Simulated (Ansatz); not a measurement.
Consider V in the bcc (W type) structure (space group Im-3m, No. 229; a = 2.997 Å).

(Cell as relaxed with PBE.)

Levels (all Ansatz, a quantum-chemistry and plane-wave program, PAW): PBE (420 eV, without spin-orbit coupling); PBEsol (420 eV, spin-orbit coupling left out).

Each level relaxes its own structure.

```tsv
base	PBE	PBEsol
volume per atom	13.46 Å³	12.95 Å³
lattice parameter a	2.997 Å	2.959 Å
band gap	zero	zero
```

Modification: a fraction x = 0.5 of the V sites is given to Ta, ordered in a cell of 4 atoms (starting symmetry Fd-3m) and fully relaxed.

```tsv
quantity	PBE	PBEsol
mixing energy (to 0.01 eV only: unlike meshes or grids)	+0.08 eV/atom	+0.08 eV/atom
band gap	zero	zero
shortest interatomic distance	2.750 Å	2.716 Å
```

PBE's shortest interatomic distance lies 0.034 Å above PBEsol's (1.2 %); the two agree on the mixing energy and band gap. Neither level is exact; PBEsol is the comparison here, not a measurement.

These are small ordered cells, not random alloys; other orderings at the same x differ. No phonon test of stability was made. Seeded moments were not kept for x(Ta) = 0.5, 4 atoms, Fd-3m and the base. All final runs are without spin polarisation.
